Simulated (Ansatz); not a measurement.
The starting structures come from a database of crystals and need not be the phases stable at ambient conditions.

 Where the default PAW files enter, the runs use the earlier of Ansatz's two default sets.

Tunnelling through a barrier is set by its complex band structure: the current falls as exp(−2κd) with the smallest κ.

Given:

```xyz
5
Lattice="3.9785 0.0000 0.0000 0.0000 3.9785 0.0000 0.0000 0.0000 3.9785" Properties=species:S:1:pos:R:3 pbc="T T T"
K      1.9892     1.9892     1.9892
Mg     0.0000     0.0000     0.0000
F      0.0000     1.9892     0.0000
F      1.9892     0.0000     0.0000
F      0.0000     0.0000     1.9892
```

Space group of this cell: Pm-3m, cubic perovskite. The cell is taken as given.

Transport runs along the normal of the first two printed cell vectors, the (001) plane of the conventional cell.

The gap is the functional's own. No spin-orbit coupling. Mid-gap values are interpolated on the energy grid.

Q: Estimate the band gap and the smallest decay constant κ at mid-gap that r2SCAN run with Ansatz (an electronic-structure program) returns for this system.

A: Gap 8.32 eV on a 8×8×8 mesh; κ = 0.580 1/Å, at the zone centre.
